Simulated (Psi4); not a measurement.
Psi4 1.11, WB97X/def2-svpd: [Si]=[SH+], charge +1, multiplicity 1, 3 atoms. The geometry is a generated start, not checked to be a minimum at this level.

| Quantity | Result |
|---|---|
| task | energy |
| method | wb97x |
| basis | def2-svpd |
| memory | 3 GB |
| maxiter | 100 |
| keys of the molecule block | symmetry c1 |
| scf_type | df (default) |
| guess | auto, which took SAD (default) |
| e_convergence | 1e-06 (default) |
| d_convergence | 1e-06 (default) |
| dft_radial_points | 75 (default) |
| dft_spherical_points | 302 (default) |
| basis functions | 59 |
| grid points | 65752 |

```xyz
3

Si     1.4857    -0.3088     0.0186
S     -0.3526     0.7049     0.0006
H     -1.1331    -0.3961    -0.0191
```

Charge 1 and multiplicity 1 are set for this test and not shown to be the ground state.

With the defaults (damping_percentage = 0, diis = true, scf_initial_accelerator = adiis, diis_start = 1, diis_max_vecs = 10, level_shift = 0, level_shift_cutoff = 0.01, soscf = false) it converges in 9 SCF iterations. One run each on 2 threads, with these changes:
- damping_percentage = 20
- diis_start = 4
- damping_percentage = 60
- scf_initial_accelerator = ediis
- scf_initial_accelerator = none
- soscf = true
- level_shift = 0.5, level_shift_cutoff = 0.001
- diis_max_vecs = 20
- damping_percentage = 60, diis = false, scf_initial_accelerator = none

Task: Which of these changes keep the SCF from converging, or lead it to another solution?

Result: No convergence: damping_percentage = 60; damping_percentage = 60, diis = false, scf_initial_accelerator = none (the run ends without SCF convergence in 100 iterations). The rest reach the solution of the defaults.

| setting | SCF iterations | JK calls | end |
|---|---|---|---|
| soscf = true | 5 | 16 | same solution |
| the defaults | 9 | 10 | same solution |
| scf_initial_accelerator = ediis | 9 | 10 | same solution |
| diis_max_vecs = 20 | 9 | 10 | same solution |
| level_shift = 0.5, level_shift_cutoff = 0.001 | 9 | 10 | same solution |
| scf_initial_accelerator = none | 9 | 10 | same solution |
| diis_start = 4 | 10 | 11 | same solution |
| damping_percentage = 20 | 14 | 15 | same solution |
| damping_percentage = 60 | 100 | 101 | no convergence |
| damping_percentage = 60, diis = false, scf_initial_accelerator = none | 100 | 101 | no convergence |

An SOSCF iteration holds several JK calls; a Hückel guess adds calls on atoms.
